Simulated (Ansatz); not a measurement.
**Response to strain in Fe2Si**

Take Fe₂Si (space group P-3m1, No. 164; a = 3.8832 Å, c = 4.7762 Å; ferromagnetic; a cell from a computed database, its experimental status unchecked) as the base. Axes: x lies along a and z along c of the hexagonal cell.

Strains are applied to the cell and any free atomic positions relax; under biaxial strain the out-of-plane vector relaxes too.

Method: DFT with PBEsol, PAW potentials and a 420 eV plane-wave cutoff in Ansatz (a first-principles code), without spin-orbit coupling, earlier PAW set.

Notes on the quantities. energy relative to the base: free energy F.

```csv
case,energy relative to the base,volume per atom,largest site moment
base,0 meV/atom,10.40 Å³,2.51 μB
"biaxial strain −4.04 %, plane normal [001], relaxed out of plane",–,9.87 Å³,2.43 μB
isotropic strain −4.57 %,+186 meV/atom,9.03 Å³,2.27 μB
isotropic strain −4.33 %,+165 meV/atom,9.10 Å³,2.29 μB
isotropic strain −1.36 %,+15 meV/atom,9.98 Å³,2.45 μB
isotropic strain +0.81 %,+4.8 meV/atom,10.65 Å³,2.54 μB
uniaxial strain ε_yy = +5.57 %,+39 meV/atom,10.97 Å³,2.55 μB
```

Other magnetic orders, which the real material may have, were not ruled out. Without a gap, meshes like the base's 14×14×10 leave anisotropic stresses uncertain by several tenths of a GPa, and small strain energies with them. No phonon test of stability was made.
